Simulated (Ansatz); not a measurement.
Consider SnTe in the rock salt structure (space group Fm-3m, No. 225; a = 6.235 Å).

Level of theory: LDA in Ansatz (plane waves to 420 eV, PAW, scalar-relativistic without spin-orbit coupling).

Before the change:

```
Property     Value
--------  --------
Pressure  0.00 GPa
```

One thing is altered: the cell is scaled by 0.9700 in all directions; the atoms relax in the strained cell.

Problem. What does the calculation give for the energy relative to the base after the change?

Solution. The energy rises by 43 meV/atom.

Problem. What happens to the pressure?

Solution. The pressure goes from zero to 5.69 GPa.

Stability against distortions was not tested.

Ansatz is a first-principles code.
